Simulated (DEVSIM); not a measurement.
Structure: abrupt Si p-n junction, at 350 K.

```csv
layer (left to right),material,thickness (μm),Nd (cm⁻³),Na (cm⁻³),τn (s),τp (s)
1,Si,0.200,-,8.3e15,6.4e-7,6.4e-7
2,Si,110,6.4e14,-,6.4e-7,6.4e-7
```

Left contact: ohmic. Right contact: ohmic. Voltage is applied to the left contact. Recombination: SRH at mid-gap, radiative, Auger. Gap narrowing is on: ΔEg = 6.92 meV × (l + √(l² + 0.5)), l = ln(N/1.3e17 cm⁻³), shared equally by both band edges. Mobility is constant in doping.

Constants are typed, rounded textbook-type inputs, not results; the design itself was drawn at random and stands for no fabricated device. Values at 300 K; Nc and Nv go as T^1.5, mobilities as T to minus their exponent, the gap by Varshni's rule with the affinity fixed.

```tsv
parameter	Si
gap (eV)	1.124
affinity (eV)	4.05
permittivity	11.7
Nc (cm⁻³)	2.86e19
Nv (cm⁻³)	3.1e19
μn (cm²/Vs)	1417
μp (cm²/Vs)	470
T exponent of μn	2.3
T exponent of μp	2.2
B (cm³/s)	4.7e-15
Cn (cm⁶/s)	2.8e-31
Cp (cm⁶/s)	9.9e-32
Varshni α (eV/K)	0.000473
Varshni β (K)	636
```

Simulated with DEVSIM: 1D drift-diffusion, Boltzmann statistics, complete ionisation; no tunnelling, impact ionisation, image-force lowering or self-heating.

**Question.** Tabulate band edges, carrier densities and field at -5.0 V on the left contact.

**Answer.** Energies count from the Fermi level of the right contact; mesh points crowd at the junctions.

```csv
x (μm),Ec (eV),Ev (eV),n (cm⁻³),p (cm⁻³),field (V/cm)
0.000,5.855,4.745,1.8e7,8.3e15,-9700
0.02907,5.826,4.715,1.5e7,3.1e15,-11000
0.08100,5.755,4.645,1.0e7,3.0e14,-17000
0.1488,5.613,4.503,7300000,2.7e12,-25000
0.1958,5.481,4.370,6200000,3.4e10,-31000
0.2221,5.397,4.287,6200000,2.1e9,-32000
0.2847,5.202,4.091,6400000,1.1e7,-31000
0.5030,4.549,3.439,7100000,7300000,-29000
0.9463,3.370,2.259,9000000,7000000,-24000
1.918,1.465,0.354,1.7e7,5700000,-15000
4.280,0.330,-0.780,6.4e14,7600000,≈ 0
12.53,0.330,-0.780,6.4e14,6.8e7,≈ 0
29.27,0.330,-0.780,6.4e14,1.4e8,≈ 0
65.36,0.330,-0.780,6.4e14,2.1e8,≈ 0
95.31,0.330,-0.780,6.4e14,2.2e8,≈ 0
103.9,0.330,-0.780,6.4e14,2.2e8,≈ 0
107.4,0.330,-0.780,6.4e14,2.2e8,≈ 0
109.0,0.330,-0.780,6.4e14,2.3e8,≈ 0
109.8,0.330,-0.780,6.4e14,2.3e8,≈ 0
110.1,0.330,-0.780,6.4e14,2.3e8,≈ 0
110.2,0.330,-0.780,6.4e14,2.3e8,≈ 0
110.2,0.330,-0.780,6.4e14,2.3e8,≈ 0
```
